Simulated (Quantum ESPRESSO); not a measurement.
The steps of a band-structure calculation for CaMg3 (Pmm2, 4 atoms in the cell) with Quantum ESPRESSO.

Method of the run: LDA (PZ), GBRV 1.5 ultrasoft (LDA) pseudopotentials (plane waves; Quantum ESPRESSO).

Step 1 (scf):

```fortran
&CONTROL
  calculation = 'scf'
  outdir = './tmp/'
  pseudo_dir = './'
  tprnfor = .true.
  tstress = .true.
/
&SYSTEM
  ibrav = 8
  celldm(1) = 6.66935372
  celldm(2) = 1.5227964990
  celldm(3) = 1.6426796476
  nat = 4
  ntyp = 2
  ecutwfc = 40
  ecutrho = 200
  occupations = 'smearing'
  smearing = 'cold'
  degauss = 0.0073499
/
&ELECTRONS
  conv_thr = 1.0d-10
/
ATOMIC_SPECIES
Ca    40.0780  ca_lda_v1.uspp.F.UPF
Mg    24.3050  mg_lda_v1.4.uspp.F.UPF
ATOMIC_POSITIONS {crystal}
Ca    0.00000000    0.00000000    0.17340000
Mg    0.50000000    0.00000000    0.66313000
Mg    0.50000000    0.50000000    0.34401000
Mg    0.00000000    0.50000000    0.81946000
K_POINTS {automatic}
4 3 2  0 0 0
```

Step 2 (bands):

```fortran
&CONTROL
  calculation = 'bands'
  outdir = './tmp/'
  pseudo_dir = './'
  verbosity = 'high'
/
&SYSTEM
  ibrav = 8
  celldm(1) = 6.66935372
  celldm(2) = 1.5227964990
  celldm(3) = 1.6426796476
  nat = 4
  ntyp = 2
  ecutwfc = 40
  ecutrho = 200
  occupations = 'smearing'
  smearing = 'cold'
  degauss = 0.0073499
  nbnd = 28
/
&ELECTRONS
  conv_thr = 1.0d-10
  startingwfc = 'random'
  diago_thr_init = 1.0d-6
  diagonalization = 'cg'
/
ATOMIC_SPECIES
Ca    40.0780  ca_lda_v1.uspp.F.UPF
Mg    24.3050  mg_lda_v1.4.uspp.F.UPF
ATOMIC_POSITIONS {crystal}
Ca    0.00000000    0.00000000    0.17340000
Mg    0.50000000    0.00000000    0.66313000
Mg    0.50000000    0.50000000    0.34401000
Mg    0.00000000    0.50000000    0.81946000
K_POINTS {crystal_b}
16
  0.00000000   0.00000000   0.00000000   9  ! G
  0.50000000   0.00000000   0.00000000   6  ! X
  0.50000000   0.50000000   0.00000000   9  ! S
  0.00000000   0.50000000   0.00000000   6  ! Y
  0.00000000   0.00000000   0.00000000   5  ! G
  0.00000000   0.00000000   0.50000000   9  ! Z
  0.50000000   0.00000000   0.50000000   6  ! U
  0.50000000   0.50000000   0.50000000   9  ! R
  0.00000000   0.50000000   0.50000000   6  ! T
  0.00000000   0.00000000   0.50000000   1  ! Z
  0.00000000   0.50000000   0.00000000   5  ! Y
  0.00000000   0.50000000   0.50000000   1  ! T
  0.50000000   0.00000000   0.50000000   5  ! U
  0.50000000   0.00000000   0.00000000   1  ! X
  0.50000000   0.50000000   0.00000000   5  ! S
  0.50000000   0.50000000   0.50000000   1  ! R
```

Step 3 (bands.x):

```fortran
&BANDS
  outdir = './tmp/'
  filband = 'bands.dat'
  lsym = .false.
/
```

Output of bands (abridged):

```
     Atomic positions and unit cell read from directory:
     ./tmp/pwscf.save/
     G-vector sticks info
     --------------------
     sticks:   dense  smooth     PW     G-vecs:    dense   smooth      PW
     Sum        1075     867    265                35363    25431    4225

     bravais-lattice index     =            8
     lattice parameter (alat)  =       6.6694  a.u.
     unit-cell volume          =     742.0719 (a.u.)^3
   [... lines left out ...]
        k(    2) = (   0.0555556   0.0000000   0.0000000), wk =   0.0238095
        k(    3) = (   0.1111111   0.0000000   0.0000000), wk =   0.0238095
   [... 81 lines left out ...]

     Dense  grid:    35363 G-vectors     FFT dimensions: (  32,  45,  50)

     Smooth grid:    25431 G-vectors     FFT dimensions: (  27,  45,  45)

     The potential is recalculated from file :
     ./tmp/pwscf.save/charge-density

     Band Structure Calculation
     CG style diagonalization

     ethr =  1.00E-06,  avg # of iterations = 26.4

     End of band structure calculation

          k = 0.0000 0.0000 0.0000 (  3175 PWs)   bands (ev):

   -70.4479 -70.3284 -70.1959 -37.8796 -37.8773 -37.8755 -37.7675 -37.7654
   -37.7476 -37.6314 -37.6284 -37.6258 -36.0472 -17.3150 -17.3114 -17.2351
    -0.9088   3.0904   3.6504   4.1718   4.3367   6.2563   6.5462   8.6323
     8.6444   8.7016   8.7436   9.7051

          k = 0.0556 0.0000 0.0000 (  3157 PWs)   bands (ev):

   -70.4479 -70.3284 -70.1959 -37.8798 -37.8773 -37.8755 -37.7683 -37.7655
   -37.7468 -37.6315 -37.6284 -37.6257 -36.0467 -17.3142 -17.3106 -17.2418
    -0.8700   3.1258   3.6753   4.1968   4.3820   6.2810   6.5444   8.3741
     8.3760   8.9578   9.0082   9.6993

   [... 82 blocks of this kind left out ...]
```

Output of bands.x (abridged):

```
     Reading xml data from directory:

     ./tmp/pwscf.save/

     G-vector sticks info
     --------------------
     sticks:   dense  smooth     PW     G-vecs:    dense   smooth      PW
     Sum        1075     867    265                35363    25431    4225

     Reading collected, re-writing distributed wavefunctions
     high-symmetry point:  0.0000 0.0000 0.0000   x coordinate   0.0000
     high-symmetry point:  0.5000 0.0000 0.0000   x coordinate   0.5000
     high-symmetry point:  0.5000 0.3283 0.0000   x coordinate   0.8283
     high-symmetry point:  0.0000 0.3283 0.0000   x coordinate   1.3283
     high-symmetry point:  0.0000 0.0000 0.0000   x coordinate   1.6567
     high-symmetry point:  0.0000 0.0000 0.3044   x coordinate   1.9611
   [... 5 lines left out ...]
     high-symmetry point:  0.0000 0.3283 0.3044   x coordinate   3.9221
     high-symmetry point:  0.5000 0.0000 0.3044   x coordinate   3.9221
     high-symmetry point:  0.5000 0.0000 0.0000   x coordinate   4.2265
     high-symmetry point:  0.5000 0.3283 0.0000   x coordinate   4.2265
     high-symmetry point:  0.5000 0.3283 0.3044   x coordinate   4.5309

     Plottable bands (eV) written to file bands.dat.gnu
     Bands written to file bands.dat

   JOB DONE.
```

The starting cell comes from a database of computed structures (which also holds hypothetical and non-ambient phases and stackings), without a prior relaxation at this level.
